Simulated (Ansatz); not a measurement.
For Ga (model structure, from the hcp type, P6₃/mmc, No. 194), LDA in Ansatz (plane waves, PAW) gives:

```
Item                   Value
-------------------  -------
lattice parameter a  2.882 Å
c axis length        4.789 Å
```

Task: What does r²SCAN+rVV10 in Ansatz (plane waves, PAW) give for the same quantities?

Result: 
- lattice constant a: 2.903 Å (goes up by 0.7 %)
- lattice parameter c: 4.846 Å (goes up by 1.2 %)

Changes are worked out from the printed values.

Unless a cell is named, each level is at its own relaxed cell (LDA 17.23, r²SCAN+rVV10 17.68 Å³/atom).

Ansatz's density-functional and Hartree–Fock values are scalar-relativistic unless marked +SOC, with PAW data made under PBE.

A model structure was made by putting elements into a prototype or built by hand; it is no filed structure, need not be a known phase, and can be a saddle point held by its symmetry.

Ansatz is a first-principles code.
